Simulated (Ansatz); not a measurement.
TiGeO3: pressure series

Take TiGeO3 (space group R-3, No. 148; a = 4.9770 Å, c = 19.7484 Å (hexagonal axes); a cell from a computed database, its experimental status unchecked; layered, stacked along the Cartesian z axis) as the base.

Cell and atoms are relaxed at each pressure.

The values are results of DFT with PBEsol, PAW potentials and a 420 eV plane-wave cutoff in Ansatz (a quantum-chemistry and plane-wave program), spin-orbit coupling left out, not measurements.

Candidates:
(a) pressure 1.5 GPa
(b) pressure 0.3 GPa
(c) pressure 0.7 GPa
(d) pressure 10 GPa

For the base:

* **Band gap**: 1.13 eV

Task: Order them by band gap, highest first.

Result: (b) pressure 0.3 GPa (1.10 eV), (c) pressure 0.7 GPa (1.07 eV), (a) pressure 1.5 GPa (1.01 eV), (d) pressure 10 GPa (0.63 eV)

Load acts through the strain it causes; cell and atoms are relaxed under it. Whether these cells are dynamically stable was not tested. No other phases were tried under pressure. The final runs are not spin-polarised. No dispersion term is included in the PBEsol runs.
